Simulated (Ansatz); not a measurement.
Si (model structure, P6₄22, No. 181, 3 atoms in the cell): properties by level of theory

| level (code) | lattice constant a (Å) | lattice parameter c (Å) | cohesive energy (eV/atom) |
|---|---|---|---|
| LDA (Ansatz) | (withheld) | 4.058 | 5.13 |
| PBE (Ansatz) | (withheld) | 4.117 | 4.36 |
| PBEsol (Ansatz) | (withheld) | 4.076 | 4.78 |
| PBE-D3(BJ) (Ansatz) | (withheld) | 4.073 | 4.71 |
| r²SCAN (Ansatz) | (withheld) | 4.121 | 4.42 |
| r²SCAN+rVV10 (Ansatz) | (withheld) | 4.114 | (withheld) |

Problem. What belongs in the gaps?

Solution. 
- LDA (Ansatz, a quantum-chemistry and plane-wave program), lattice constant a (Å): 3.861
- PBE (Ansatz), lattice constant a (Å): 3.905
- PBEsol (Ansatz), lattice constant a (Å): 3.882
- PBE-D3(BJ) (Ansatz), lattice constant a (Å): 3.866
- r²SCAN (Ansatz), lattice constant a (Å): 3.890
- r²SCAN+rVV10 (Ansatz), lattice constant a (Å): 3.885
- r²SCAN+rVV10 (Ansatz), cohesive energy (eV/atom): 4.59

Ansatz's density-functional and Hartree–Fock values are scalar-relativistic unless marked +SOC, with PAW data made under PBE.

Free atoms are spin-polarised, in the lowest state found; at levels without +SOC their spin–orbit coupling is left out.

The computed numbers hold no vibrational or temperature effects.

A model structure was made by putting elements into a prototype or built by hand; it is no filed structure, need not be a known phase, and can be a saddle point held by its symmetry.
